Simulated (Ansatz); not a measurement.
BeCo under a change: isotropic strain +2.17 %

Start from BeCo in the CsCl type structure (space group Pm-3m, No. 221; a = 2.567 Å; ferromagnetic; relaxed with 0.1 eV smearing).

Now apply this change: an isotropic linear strain of +2.17 %; the atoms relax in the strained cell.

Computed with PBEsol, PAW, 420 eV (Ansatz, an electronic-structure program; no SOC). k-mesh 22×22×22 (Γ-centred); smearing 0.1 eV (Fermi–Dirac).

```json
[
 {"quantity": "volume per atom", "base": "8.45 Å³", "changed": "9.02 Å³", "shift": "+0.562 Å³"},
 {"quantity": "space group", "base": "Pm-3m (No. 221)", "changed": "Pm-3m (No. 221)", "shift": "–"},
 {"quantity": "shortest interatomic distance", "base": "4.200 bohr", "changed": "4.291 bohr", "shift": "+0.091 bohr"},
 {"quantity": "energy relative to the base (free energy F)", "base": "0 meV/atom", "changed": "+22 meV/atom", "shift": "+22 meV/atom"},
 {"quantity": "pressure", "base": "0.0 GPa", "changed": "-11.9 GPa", "shift": "-11.9 GPa"},
 {"quantity": "band gap", "base": "zero", "changed": "zero", "shift": "–"},
 {"quantity": "magnetic state", "base": "ferromagnetic", "changed": "ferromagnetic", "shift": "–"},
 {"quantity": "largest site moment", "base": "0.31 μB", "changed": "0.40 μB", "shift": "+0.09 μB"}
]
```

Other magnetic orders, which the real material may have, were not ruled out. No phonon test of stability was made.
